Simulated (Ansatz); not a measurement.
Lattice parameter a of CaMoO₄ (I4₁/a, No. 88) at several levels of theory

No measured value is used here.

Question: Put these levels in order of the lattice parameter a that they give for CaMoO₄ (I4₁/a, No. 88), smallest first: LDA (Ansatz, a program for electronic structure), PBEsol (Ansatz), r²SCAN (Ansatz).

Answer: LDA (5.135 Å), PBEsol (5.205 Å), r²SCAN (5.226 Å)

Cutoffs differ between the levels. Ansatz's density-functional and Hartree–Fock values are scalar-relativistic unless marked +SOC, with PAW data made under PBE.
